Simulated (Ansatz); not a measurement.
# How far PBE and r2SCAN part for AlN, uniaxial strain ε_zz = +2.48 %

Base system: AlN in the wurtzite structure (space group P6_3mc, No. 186; a = 3.130 Å, c = 5.018 Å). Axes: x lies along a and z along c of the hexagonal cell.

(Cell as relaxed with PBE.)

Levels (all Ansatz, a program for electronic structure, PAW): PBE (420 eV, no spin-orbit coupling); r2SCAN (500 eV, without spin-orbit coupling).

Each level relaxes its own structure.

```tsv
base	PBE	r2SCAN
volume per atom	10.65 Å³	10.40 Å³
lattice parameter a	3.130 Å	3.107 Å
band gap	4.03 eV	4.88 eV
```

The change: the cell is stretched by 2.48 % along z with no lateral relaxation, atoms relaxed at fixed cell.

```json
[
 {"quantity": "pressure (mean of the normal stresses, compression positive)", "PBE": "-4.29 GPa", "r2SCAN": "?"},
 {"quantity": "energy relative to the base (free energy F)", "PBE": "+7.2 meV/atom", "r2SCAN": "?"}
]
```

Question: What does r2SCAN give?

Answer: 
- pressure (mean of the normal stresses, compression positive), r2SCAN: -4.66 GPa
- energy relative to the base (free energy F), r2SCAN: +7.6 meV/atom

PBE's pressure lies 0.375 GPa above r2SCAN's; PBE's energy relative to the base lies 0.5 meV/atom below r2SCAN's. Neither level is exact; r2SCAN is the comparison here, not a measurement.

Stability against distortions was not tested.
